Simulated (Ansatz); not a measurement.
The starting structures come from a database of crystals and need not be the phases stable at ambient conditions.

By PBEsol, the system below comes out a metal.

Without scattering a metal conducts by its projected Fermi surface.

```
RhY
1.0
    4.83357     0.00000     0.00000
   -2.41678     4.18599     0.00000
    2.41678     1.39533     1.97330
Y Rh
1 1
Cartesian
  0.00000   2.79066   0.98665
  0.00000   0.00000   0.00000
```

Space group of this cell: Pm-3m, CsCl type. The cell is taken as given; by PBEsol its mean pressure is -3.5 GPa.

The current flows along the normal of the first two printed cell vectors, the (111) plane of the conventional cell. No spin-orbit coupling; the value is a mean over 0.1 eV about the Fermi level.

Question: Estimate the ballistic conductance per area that PBEsol (Ansatz, a quantum-chemistry and plane-wave program) returns for this system.

Answer: 0.51 × 10¹⁵ S/m² for both spins.
